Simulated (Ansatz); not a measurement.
**A computed series for ZnO: response to strain**

Consider ZnO in the wurtzite structure (space group P6_3mc, No. 186; a = 3.230 Å, c = 5.214 Å). Axes: x lies along a and z along c of the hexagonal cell.

Strains are applied to the cell and any free atomic positions relax; under biaxial strain the out-of-plane vector relaxes too.

Method: PBEsol (Ansatz, an electronic-structure program; PAW; 420 eV plane waves; scalar-relativistic without spin-orbit coupling).

Notes on the quantities. in-plane stress: mean in-plane stress (compression positive).

```json
[
 {"case": "base", "volume per atom": "11.78 Å³", "in-plane stress": "–"},
 {"case": "biaxial strain +0.60 %, plane normal [001], relaxed out of plane", "volume per atom": "11.85 Å³", "in-plane stress": "-1.3 GPa"},
 {"case": "biaxial strain +1.20 %, plane normal [001], relaxed out of plane", "volume per atom": "11.91 Å³", "in-plane stress": "-2.5 GPa"},
 {"case": "biaxial strain +1.80 %, plane normal [001], relaxed out of plane", "volume per atom": "[?]", "in-plane stress": "[?]"},
 {"case": "biaxial strain +2.40 %, plane normal [001], relaxed out of plane", "volume per atom": "12.04 Å³", "in-plane stress": "-4.9 GPa"},
 {"case": "biaxial strain +3.00 %, plane normal [001], relaxed out of plane", "volume per atom": "12.09 Å³", "in-plane stress": "-6.0 GPa"}
]
```

Question: What belongs in the blanks?

Answer: 
- biaxial strain +1.80 %, plane normal [001], relaxed out of plane, volume per atom: 11.98 Å³
- biaxial strain +1.80 %, plane normal [001], relaxed out of plane, in-plane stress: -3.7 GPa

Stability against distortions was not tested.
